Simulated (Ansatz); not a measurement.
Levels about the gap of amorphous Ge18Ga4Se42 (64 atoms in a cell of 1844 Å³, 4.42 g/cm³; zone centre alone, so wide bands show as single levels with stretches between that a denser mesh fills), at the geometry that PBE-D3(BJ) relaxed, where it gives 0.0 GPa on a denser mesh. The participation number counts the atoms over which a state spreads; weights are charges in smoothed Voronoi cells. The levels come from a single point, so bond lengths are those of that geometry. Method of the levels: PBE-D3(BJ), scalar-relativistic without spin-orbit coupling, PAW (Ansatz default set, large-core Se) (Ansatz, a first-principles code). Sampling: the zone centre alone; Fermi-Dirac width 0.05 eV; no spin polarisation.

The cell was made by melting and quenching with the CHGNet potential and then relaxed with DFT. The hot cell started wider than the set density and was brought back towards it in steps. It is the lowest in DFT energy of 3 quenches. It is a model cell: composition and starting density were chosen by hand, and all elements were melted together. The geometry includes D3(BJ) dispersion. Its density started from a set value of 4.40 and ended at 4.42 g/cm³. The quench (nominally 53 K/ps over its main leg) was far faster than any real one, so the model tends to hold more defects than a real film. A cell of this size samples the disorder only roughly. Volume and shape were free in the relaxation.

```json
[
 {"E - E(highest filled), eV": "-0.33", "filling": "filled", "participation number": "12.3", "largest on": "Se, 2 neighbours", "weight Se": "0.91", "weight Ge": "0.07", "weight Ga": "0.02"},
 {"E - E(highest filled), eV": "-0.29", "filling": "filled", "participation number": "24.1", "largest on": "Se, 2 neighbours", "weight Se": "0.86", "weight Ge": "0.11", "weight Ga": "0.03"},
 {"E - E(highest filled), eV": "-0.24", "filling": "filled", "participation number": "20.6", "largest on": "Se, 2 neighbours", "weight Se": "0.82", "weight Ge": "0.15", "weight Ga": "0.02"},
 {"E - E(highest filled), eV": "-0.23", "filling": "filled", "participation number": "29.9", "largest on": "Se, 2 neighbours", "weight Se": "0.84", "weight Ge": "0.13", "weight Ga": "0.02"},
 {"E - E(highest filled), eV": "-0.19", "filling": "filled", "participation number": "21.9", "largest on": "Se, 2 neighbours", "weight Se": "0.88", "weight Ge": "0.10", "weight Ga": "0.02"},
 {"E - E(highest filled), eV": "-0.10", "filling": "filled", "participation number": "15.9", "largest on": "Se, 2 neighbours", "weight Se": "0.82", "weight Ge": "0.16", "weight Ga": "0.02"},
 {"E - E(highest filled), eV": "0.00", "filling": "filled", "participation number": "21.4", "largest on": "Se, 2 neighbours", "weight Se": "0.82", "weight Ge": "0.17", "weight Ga": "0.02"},
 {"E - E(highest filled), eV": "0.98", "filling": "empty", "participation number": "33.6", "largest on": "Se, 3 neighbours", "weight Se": "0.74", "weight Ge": "0.24", "weight Ga": "0.02"},
 {"E - E(highest filled), eV": "1.01", "filling": "empty", "participation number": "27.4", "largest on": "Se, 2 neighbours", "weight Se": "0.73", "weight Ge": "0.25", "weight Ga": "0.02"},
 {"E - E(highest filled), eV": "1.13", "filling": "empty", "participation number": "33.1", "largest on": "Se, 2 neighbours", "weight Se": "0.74", "weight Ge": "0.25", "weight Ga": "0.01"},
 {"E - E(highest filled), eV": "1.21", "filling": "empty", "participation number": "27.8", "largest on": "Se, 2 neighbours", "weight Se": "0.74", "weight Ge": "0.24", "weight Ga": "0.02"},
 {"E - E(highest filled), eV": "1.24", "filling": "empty", "participation number": "32.9", "largest on": "Se, 3 neighbours", "weight Se": "0.71", "weight Ge": "0.26", "weight Ga": "0.03"},
 {"E - E(highest filled), eV": "1.33", "filling": "empty", "participation number": "26.7", "largest on": "Se, 2 neighbours", "weight Se": "0.70", "weight Ge": "0.26", "weight Ga": "0.03"},
 {"E - E(highest filled), eV": "1.46", "filling": "empty", "participation number": "39.8", "largest on": "Se, 2 neighbours", "weight Se": "0.70", "weight Ge": "0.28", "weight Ga": "0.02"}
]
```

Most localised among these is the filled level at -0.33 eV, on a Se atom, which has 2 neighbours (Se 2.36 Å, Ga 2.41 Å).
